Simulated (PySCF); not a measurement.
PySCF 2.14.0, PBE/def2-svp, df: Ge(H)2(OEt)2 (CC[O][GeH2][O]CC), 19 atoms. The geometry is a generated start, not checked to be a minimum at this level.

```yaml
task: energy
method: pbe
basis: def2-svp
two_electron_scheme: density fitting
mol.max_memory: 3000 MB
mf.max_cycle: 100
mf.conv_tol: 1e-09 (default)
mf.grids.level: 3 (default)
basis_functions: 176
grid_points: 222976
```

```xyz
19

Ge    -0.0917     1.1859     0.0812
O      1.2512     0.2965    -0.5531
C      2.6234     0.6302    -0.4591
C      3.4301    -0.6169    -0.1296
O     -1.2628    -0.0789     0.2218
C     -2.6710     0.0415     0.3195
C     -3.2889    -1.3346     0.1286
H      0.2761     1.7855     1.4266
H     -0.5763     2.2545    -0.8821
H      2.9490     1.0422    -1.4203
H      2.7893     1.3931     0.3105
H      3.1135    -1.0213     0.8277
H      4.4871    -0.3708    -0.0836
H      3.2697    -1.3715    -0.8928
H     -3.0492     0.7328    -0.4424
H     -2.9437     0.4422     1.3028
H     -3.0038    -1.7332    -0.8419
H     -4.3728    -1.2662     0.1859
H     -2.9292    -2.0111     0.9004
```

With the defaults (mf.DIIS = CDIIS, mf.diis = true, mf.level_shift = 0, newton = off, mf.damp = 0, mf.diis_start_cycle = 1, mf.diis_space = 8, mf.init_guess = minao, mf.diis_damp = 0) it converges in 14 Fock builds. One run each on 2 threads, 1 BLAS thread, with these changes:
- mf.diis = false
- newton = Hessian by the SCF's own integrals
- mf.DIIS = EDIIS
- mf.diis_damp = 0.3
- mf.damp = 0.7, mf.diis_start_cycle = 8
- mf.diis_space = 20
- mf.init_guess = mod_huckel
- mf.level_shift = 0.1 Hartree
- mf.diis_space = 12

### Question
Which runs fail or end elsewhere than the default run?

### Answer
No convergence: mf.DIIS = EDIIS; mf.diis = false (the run ends without SCF convergence in 100 cycles). The rest reach the solution of the defaults.

```tsv
setting	Fock builds	end
mf.level_shift = 0.1 Hartree	13	same solution
mf.diis_space = 20	13	same solution
mf.diis_space = 12	13	same solution
mf.diis_damp = 0.3	13	same solution
the defaults	14	same solution
mf.damp = 0.7, mf.diis_start_cycle = 8	15	same solution
mf.init_guess = mod_huckel	19	same solution
newton = Hessian by the SCF's own integrals	38	same solution
mf.DIIS = EDIIS	101	no convergence
mf.diis = false	101	no convergence
```

Under newton the count holds the products with the orbital Hessian.
